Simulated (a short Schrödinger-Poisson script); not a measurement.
# Gated Al0.4Ga0.6N/GaN polarisation-induced gas

Structure: gated Al0.4Ga0.6N/GaN polarisation-induced gas, at 77 K.

| layer | material | thickness (nm) | Na (cm⁻³) |
|---|---|---|---|
| 1 | Al0.4Ga0.6N | 20 | - |
| 2 | GaN | 6000 | 8e14 |

The device is made up for the run: typed textbook-type constants, with dimensions and the other settings drawn at random. Al0.4Ga0.6N: permittivity 9.26, conduction-band edge (eV) 0.58, gap (eV) 4.258, electron mass (mₑ) 0.248, Nv at 300 K (cm⁻³) 4.6e19. GaN: permittivity 9.5, conduction-band edge (eV) 0, gap (eV) 3.43, Nv at 300 K (cm⁻³) 4.6e19.

Channel valleys (confinement mass, in-plane density-of-states mass, number): Γ 0.2, 0.2, 1. At the gate the conduction-band edge of layer 1 lies 1.36 eV − eVg above the Fermi level of the channel; the field vanishes at the back. Sheet of polarisation charge: +2e13 e/cm² at 20 nm from the gate. The barrier under the gate holds no holes. Gaps are held at their typed values at every temperature. Mesh 0.08 nm at interfaces.

From a short Schrödinger-Poisson script (our own, NumPy): 1D Poisson equation in equilibrium, electrons quantum, Hartree (BenDaniel-Duke, 40 states a valley, the channel's in-plane mass for all, wave functions free to enter the barrier), parabolic valleys, classical holes, full ionisation, no traps, pinning or gate leakage.

| Vg (V) | electrons (cm⁻²) | in the channel layer | C (μF/cm²) | Γ E0 (meV) | Γ E1 (meV) |
|---|---|---|---|---|---|
| 0.5 | 1.78e13 | 1.62e13 | 0.395 | -186.7 | -25.4 |
| 0 | 1.66e13 | 1.53e13 | 0.394 | -175.1 | -22.3 |
| -0.5 | 1.53e13 | 1.42e13 | 0.393 | -163.3 | -19.3 |
| -1 | 1.41e13 | 1.32e13 | 0.392 | -151.4 | -16.5 |
| -1.5 | 1.29e13 | 1.22e13 | 0.390 | -139.4 | -13.7 |
| -2 | 1.17e13 | 1.11e13 | 0.389 | -127.3 | -10.9 |
| -2.5 | 1.05e13 | 1.00e13 | 0.388 | -115.0 | -8.2 |
| -3 | 9.25e12 | 8.90e12 | 0.387 | -102.6 | -5.4 |
| -3.5 | 8.04e12 | 7.78e12 | 0.385 | -90.1 | -2.6 |
| -4 | 6.84e12 | 6.66e12 | 0.384 | -77.4 | 0.5 |
| -4.5 | 5.65e12 | 5.52e12 | 0.381 | -64.5 | 3.8 |
| -5 | 4.46e12 | 4.38e12 | 0.379 | -51.5 | 7.5 |
| -5.5 | 3.29e12 | 3.24e12 | 0.376 | -38.2 | 11.9 |
| -6 | 2.12e12 | 2.10e12 | 0.371 | -24.7 | 16.9 |
| -6.5 | 9.78e11 | 9.73e11 | 0.360 | -10.2 | 22.4 |
| -7 | 1.21e8 | 1.20e8 | 0.00701 | 56.2 | 78.0 |

Gate voltages with under 1e6 electrons/cm² are left out.

Subbands count from the Fermi level.
